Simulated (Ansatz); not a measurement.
Base system: CdGeAs₂ in the chalcopyrite structure (space group I-42d, No. 122; a = 5.9420 Å, c = 11.3119 Å).

Method: DFT with PBEsol, PAW potentials and a 420 eV plane-wave cutoff in Ansatz (a quantum-chemistry and plane-wave program), no spin-orbit coupling.

For the base:

The pressure is 0.00 GPa.

Now apply this change: every lattice vector is stretched by 1.50 %; the atoms relax in the strained cell.

Problem. Estimate the effect on the energy relative to the base and pressure.

Solution. The energy rises by 9.1 meV/atom; the pressure (mean of the normal stresses, compression positive) goes from zero to -2.44 GPa.

No phonon test of stability was made.
